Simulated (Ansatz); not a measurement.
# Input and output of a self-consistent single point for Tc₃Pt (P3m1, 8 atoms in the cell) (Ansatz)

Method of the run: PBEsol, default PAW files made with PBE (plane waves; Ansatz, a program for electronic structure).

The input file:

Ansatz 0.2 input:
```yaml
crystal:
  lattice:
    - [5.49733800, 0.00000000, 0.00000000]
    - [-2.74866900, 4.76083500, 0.00000000]
    - [0.00000000, 0.00000000, 4.35916300]
  atoms:
    - { symbol: Tc, position_ang: [-0.00000000, 1.49966303, 1.08979075] }
    - { symbol: Tc, position_ang: [2.74866900, 3.26117198, 3.26937225] }
    - { symbol: Tc, position_ang: [4.19859190, 0.74983151, 3.26937225] }
    - { symbol: Tc, position_ang: [-1.44992290, 4.01100349, 1.08979075] }
    - { symbol: Tc, position_ang: [1.44992290, 4.01100349, 1.08979075] }
    - { symbol: Tc, position_ang: [1.29874610, 0.74983151, 3.26937225] }
    - { symbol: Pt, position_ang: [-0.00000275, 3.17389159, 3.31937185] }
    - { symbol: Pt, position_ang: [2.74867175, 1.58694341, 1.08979075] }
basis:
  ecutwfc: 36.7 Ry
kpoints:
  mp_grid: { grid: [4, 4, 5] }
hamiltonian:
  xc: pbesol
  pseudopotentials: { kind: paw }
scf:
  occupations: { method: gaussian, width: 0.0073 Ry }
output:
  forces: true
  eigenvalues: true
  stress: true
```

The program printed (abridged):

```
WARN the atoms were moved onto the symmetric positions of the space group found under crystal.symmetry.tolerance 1.0e-5 (fractional …
WARN basis.ecutwfc = 499.3289376138798 eV is below the records' recommended cutoff, and the density's cutoff is lower with it unless basis.ecutrho_ratio is …
WARN ansatz: RAYON_NUM_THREADS=1 ignored (pool sized by the plan → 1); use --threads N
Pseudopotentials: kind: paw
Pseudopotential: Tc, paw, valence charge 15
Pseudopotential: Pt, paw, valence charge 18
Crystal: 8 atoms, lattice volume = 114.088 Å³
Basis set: ecut = 499.3289376138798 eV, 2877 PW (Γ), exchange–correlation on 90×90×64 points (8 copies of the dense FFT grid, shifted against one another)
Bands: 76, of which v1, the nominal top of the filled ones, is band 63 counted from 1 (62 counted from 0)
Symmetry: 6 space group operations
Space group: P3m1 (ITA 156), of the structure as read, at distance tolerance 4.9e-5 Å
k-points: 14 of 80 (time reversal used)
PAW frozen core: Tc, regenerated for the run's functional, and the local potential with it
PAW frozen core: Pt, regenerated for the run's functional, and the local potential with it
Initial density: superposition of atomic densities (chi_scale 0.1, normalization cell, long waves kept (reshape's long-wave potential 0.00 eV rms))
Initial wavefunctions: pseudopotential atomic-orbital guess
Eigensolver: davidson
Functional: x = pbesol(κ = 0.804, μ = 0.12345679012345678), c = pbesol(β = 0.046)
SCF iter   1: F=—  HF=-56822.169161 eV  |F-HF|=—  |Δ(HF+E_count)|=         —  Δρ=3.24e-1  dr2=2.89e2  ethr=3.10e-3  ⟨swp⟩=5.3  Hψ=3401  notcnv=0
all-band conjugate gradients solve this SCF's bands
preconditioner: auto → Kerker (q_TF=auto, 2.774 Å⁻¹)
SCF iter   2: F=—  HF=-56802.936456 eV  |F-HF|=—  |Δ(HF+E_count)|=    1.92e1  Δρ=1.56e-1  dr2=7.09e1  ethr=3.10e-3  ⟨swp⟩=3.0  Hψ=2178  notcnv=0  defer=77
SCF iter   3: F=—  HF=-56796.580894 eV  |F-HF|=—  |Δ(HF+E_count)|=    6.36e0  Δρ=3.12e-2  dr2=3.04e0  ethr=3.10e-3  ⟨swp⟩=3.8  Hψ=2565  notcnv=0  defer=61
SCF iter   4: F=—  HF=-56796.048291 eV  |F-HF|=—  |Δ(HF+E_count)|=   5.33e-1  Δρ=7.87e-3  dr2=6.78e-2  ethr=2.41e-3  ⟨swp⟩=2.6  Hψ=1573  notcnv=0  defer=59
SCF iter   5: F=—  HF=-56796.041631 eV  |F-HF|=—  |Δ(HF+E_count)|=   6.66e-3  Δρ=3.14e-3  dr2=3.12e-2  ethr=5.38e-5  ⟨swp⟩=2.0  Hψ=1875  notcnv=0  defer=59
SCF iter   6: F=—  HF=-56796.037118 eV  |F-HF|=—  |Δ(HF+E_count)|=   4.51e-3  Δρ=1.05e-3  dr2=3.24e-3  ethr=2.48e-5  ⟨swp⟩=1.9  Hψ=1131  notcnv=0  defer=59
SCF iter   7: F=—  HF=-56796.036567 eV  |F-HF|=—  |Δ(HF+E_count)|=   5.51e-4  Δρ=1.64e-4  dr2=5.03e-5  ethr=2.57e-6  ⟨swp⟩=2.0  Hψ=1429  notcnv=0  defer=59
SCF iter   8: F=—  HF=-56796.036572 eV  |F-HF|=—  |Δ(HF+E_count)|=   5.22e-6  Δρ=1.66e-5  dr2=3.39e-7  ethr=3.99e-8  ⟨swp⟩=2.0  Hψ=1452  notcnv=0  defer=59
SCF iter   9: F=-56796.036572 eV  HF=-56796.036572 eV  |F-HF|=2.33e-8  |Δ(HF+E_count)|=   3.64e-8  Δρ=4.74e-6  dr2=3.24e-8  ethr=7.94e-11  ⟨swp⟩=10.2  Hψ=4589  notcnv=0
SCF 1 converged in 9 iterations: F = -56796.036572 eV  dr2 = 3.24e-8
SCF converged after 9 iterations
Free energy (F): -56796.036572 eV
Harris-Foulkes:  -56796.036572 eV  (|F-HF|=2.33e-8)
Internal energy: -56796.016785 eV  (E = F + TS)
E sigma→0 (E₀):  -56796.026679 eV
Entropy (-TS):   -0.019787 eV (-2.473 meV/atom)
Fermi energy:    23.291337 eV
--- Per-component energies (eV) ---
  E_band       = -530.101891
  E_kinetic    = 5016.410438
  E_local      = -10007.641346  (includes V_loc(G=0)·N_el)
  E_nonlocal   = 2131.460796
  E_hartree    = 3008.198197
  E_xc         = -1951.529929
  E_vxc        = -2373.708123  (∫ρ·V_xc dr)
  E_paw        = -37949.105668  (= ΣΔE_a)
  E_vpaw       = -1313.025015  (= ΣTr[D̂ρ^β])
  E_aug_tail   = 0.000208  (compensation charges beyond the density's cutoff)
  E_ewald      = -17045.744511
  E_core_change = 1.935030  (= ΣΔE_core)
  E_smearing   = -0.019787  (= −TS)
  E_closure    = 0.000000  (closes the sum)
  Σ components = -56796.036572   (vs F -56796.036572, Δ=0.00e0)
--- Forces (eV/Å), atoms counted from 1 ---
  atom   1  Tc     0.00000000    -0.03988342     0.16023747
  atom   2  Tc     0.00000000     0.01892781     0.01347818
  atom   3  Tc     0.01639197    -0.00946391     0.01347818
  atom   4  Tc    -0.03454006     0.01994171     0.16023747
  atom   5  Tc     0.03454006     0.01994171     0.16023747
  atom   6  Tc    -0.01639197    -0.00946391     0.01347818
  atom   7  Pt    -0.00000000    -0.00000000    -0.59207991
  atom   8  Pt     0.00000000     0.00000000     0.07094962
  max |Σ_I F_I| component: 1.67e-5 eV/Å
--- Stress (GPa, compression-positive) ---
       -1.973767      -0.000000      -0.000000
       -0.000000      -1.973767      -0.000000
       -0.000000      -0.000000      -2.597860
  P = ⅓ Tr σ = -2.1818 GPa (-21.818 kbar)
  The stress holds the Pulay correction. Without it, at fixed plane waves, as pw.x and ABINIT print it: P = -2.2072 GPa
--- Band table (eV; the first three rows and the last of 14) ---
  k-point 0: bands = ["-75.8903", "-75.8854", "-43.8378", "-43.6591", "-43.6591", "-43.6239", "-43.5541", "-43.5541", "-30.0553", "-30.0553", "-30.0485", "-30.0485", "-30.0400", "-30.0323", "-16.4333", "-16.3975", "-16.1631", "-16.0237", "-16.0237", [...]
  k-point 1: bands = ["-75.8903", "-75.8854", "-43.8178", "-43.6491", "-43.6491", "-43.6448", "-43.5641", "-43.5641", "-30.0553", "-30.0553", "-30.0490", "-30.0490", "-30.0394", "-30.0322", "-16.4220", "-16.3876", "-16.1876", "-16.1876", "-16.0925", [...]
  k-point 2: bands = ["-75.8903", "-75.8854", "-43.7650", "-43.6989", "-43.6228", "-43.6228", "-43.5904", "-43.5904", "-30.0550", "-30.0550", "-30.0501", "-30.0501", "-30.0385", "-30.0321", "-16.3983", "-16.3827", "-16.2435", "-16.2435", "-16.1750", [...]
  k-point 13: bands = ["-75.8903", "-75.8854", "-43.7426", "-43.6771", "-43.6426", "-43.6324", "-43.6034", "-43.5939", "-30.0536", "-30.0527", "-30.0489", "-30.0480", "-30.0381", "-30.0320", "-16.2648", "-16.2568", "-16.2343", "-16.1874", [...]
```

The run converged in 9 iterations.

The starting cell comes from a database of computed structures (which also holds hypothetical and non-ambient phases and stackings), without a prior relaxation at this level. Its lattice was rescaled by up to half a per cent. One atom was moved a little off its site on purpose. Spin-orbit coupling is off. Spin polarisation is off. Ansatz's pressure includes its estimate of the finite-basis (Pulay) stress. The cutoff lies below the one recommended for these files.
